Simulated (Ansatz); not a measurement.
Band structure of InSe (P6_3/mmc, 8 atoms in the cell).

```
CELL_PARAMETERS angstrom
      4.10236     0.00000     0.00000
     -2.05118     3.55274     0.00000
      0.00000     0.00000    17.68987
ATOMIC_POSITIONS crystal
  In 0.33333 0.66667 0.33030
  In 0.66667 0.33333 0.66970
  In 0.66667 0.33333 0.83030
  In 0.33333 0.66667 0.16970
  Se 0.33333 0.66667 0.59732
  Se 0.66667 0.33333 0.40268
  Se 0.66667 0.33333 0.09732
  Se 0.33333 0.66667 0.90268
```

Computed with PBE, PAW files (plane waves; Ansatz, a quantum-chemistry and plane-wave program).

Settings: kpoints.mp_grid.grid = 5 5 1; hamiltonian.xc = pbe; hamiltonian.pseudopotentials = {kind: paw} (an earlier, softer set of the program's PAW files); scf.occupations.method = fermi_dirac; scf.occupations.width = 0.01 eV; kpoints.band_path.npoints = 8.

The starting cell comes from a database of computed structures (which also holds hypothetical and non-ambient phases and stackings), without a prior relaxation at this level. Its lattice was rescaled by a random factor within 2.5 % of one.

**Question.** Predict the gap along the standard path and the places of the band edges.

**Answer.** The gap along the path is 0.42 eV, direct at Γ to within 0.01 eV.

Levels in eV from the top of the valence band on the path, bands 55 to 62:
```json
[
 {"point": "Γ", "55": "-1.08", "56": "-1.01", "57": "-1.01", "58": "0.00", "59": "0.42", "60": "1.43", "61": "2.07", "62": "2.10"},
 {"point": "M", "55": "-1.89", "56": "-1.86", "57": "-1.66", "58": "-1.24", "59": "1.31", "60": "1.49", "61": "1.84", "62": "1.96"},
 {"point": "K", "55": "-1.83", "56": "-1.83", "57": "-1.54", "58": "-1.54", "59": "1.88", "60": "2.23", "61": "2.36", "62": "2.36"},
 {"point": "A", "55": "-1.04", "56": "-1.04", "57": "-0.69", "58": "-0.69", "59": "1.06", "60": "1.06", "61": "2.09", "62": "2.09"},
 {"point": "L", "55": "-1.91", "56": "-1.91", "57": "-1.45", "58": "-1.45", "59": "1.56", "60": "1.56", "61": "1.71", "62": "1.71"},
 {"point": "H", "55": "-1.97", "56": "-1.97", "57": "-1.45", "58": "-1.45", "59": "2.04", "60": "2.04", "61": "2.30", "62": "2.30"}
]
```

Keys are those of Ansatz 0.2.
